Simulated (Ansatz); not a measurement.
The starting structures come from a database of crystals and need not be the phases stable at ambient conditions.

Data:

```yaml
crystal:
  lattice:
    - [4.11412, 0.00000, 0.00000]
    - [0.00000, 4.52716, 0.00000]
    - [0.00000, 0.00000, 5.08125]
  atoms:
    - { symbol: Si, position: [0.50000, 0.75000, 0.34769] }
    - { symbol: Si, position: [0.50000, 0.25000, 0.65231] }
    - { symbol: Si, position: [0.00000, 0.25000, 0.15231] }
    - { symbol: Si, position: [0.00000, 0.75000, 0.84769] }
    - { symbol: O, position: [0.73090, 0.57997, 0.61758] }
    - { symbol: O, position: [0.26910, 0.42003, 0.38242] }
    - { symbol: O, position: [0.76910, 0.07997, 0.88242] }
    - { symbol: O, position: [0.23090, 0.92003, 0.11758] }
    - { symbol: O, position: [0.23090, 0.42003, 0.88242] }
    - { symbol: O, position: [0.76910, 0.57997, 0.11758] }
    - { symbol: O, position: [0.26910, 0.92003, 0.61758] }
    - { symbol: O, position: [0.73090, 0.07997, 0.38242] }
```

Space group of this cell: Pbcn. The cell is taken as given; by r2SCAN its mean pressure is -9.7 GPa.

All values below come from r2SCAN (plane waves, PAW; Ansatz, a first-principles code).

The current runs along the normal of the first two printed vectors; no spin-orbit coupling. Scaled by the factor s: all lengths (ions clamped). Meshes 8×8×6 and 8×8 across the current in all rows.

```
s     mean pressure (GPa)  slowest mid-gap decay constant κ (1/Å)
----  -------------------  --------------------------------------
0.98                 11.2                                       ?
1.00                 -9.7                                   0.397
1.02                -25.5                                   0.353
```

**Question.** Take the slope of the slowest mid-gap decay constant κ against ln s from the two given rows, extrapolate to s = 0.98, and say what the run there gives.

**Answer.** Slope = (0.353 − 0.397) / ln 1.02 = -2.22 1/Å. The line gives 0.397 + (-2.22) × ln 0.98 = 0.442 1/Å. The run gives 0.444 1/Å, 0.002 1/Å over the line, 5 % of the predicted step.
